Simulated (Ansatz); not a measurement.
## CuI: uniaxial strain ε_zz = +1.00 %

Consider CuI in the zinc blende structure (space group F-43m, No. 216; a = 5.8619 Å). Axes: x, y, z lie along the cube axes.

One thing is altered: the cell is stretched by 1.00 % along z with no lateral relaxation, atoms relaxed at fixed cell.

Calculations: LDA in Ansatz (plane waves to 420 eV, PAW, without spin-orbit coupling). Settings: 10×10×10 k-points, 0.05 eV Fermi–Dirac smearing.

* **Space group**: I-4m2 (No. 119) (base F-43m (No. 216))
* **Shortest interatomic distance**: 254.7 pm (base 253.8 pm)
* **Energy relative to the base (free energy F)**: +0.5 meV/atom
* **Pressure (mean of the normal stresses, compression positive)**: -5.5 kbar (base 0.0 kbar)
* **Band gap**: 1.18 eV (base 1.22 eV)
* **Gap character**: direct at Γ (base direct at Γ)
* **Electron mass**: 0.14 mₑ (at Γ) (base 0.14 mₑ (at Γ))
* **Valence-band top at Γ (three highest levels, from the VBM)**: 0.00, 0.00, -0.02 eV (base 0.00, 0.00, 0.00 eV)
* **Valley order (the lowest conduction-band minima on the path, energy above the VBM, named in the base's zone)**: Γ 1.18 eV; L along [111] 2.10 eV; X along [010] 2.40 eV; X along [001] 2.45 eV (base Γ 1.22 eV; L along ⟨111⟩ 2.12 eV; X along ⟨100⟩ 2.41 eV)
* **Stress (xx, yy, zz, yz, xz, xy; compression positive)**: (-0.48, -0.48, -0.70, 0.00, 0.00, 0.00) GPa

Cost of the whole job for the changed cell (relaxation, final SCF and bands): roughly 50 core-seconds.

Spin-orbit coupling, missing from the scalar runs, can matter with I. Effective masses come from finite differences of ±0.01 Å⁻¹. Stability against distortions was not tested. All final runs are without spin polarisation. Labels are those of the standard path for the cell's own space group.

Ansatz is a first-principles code.
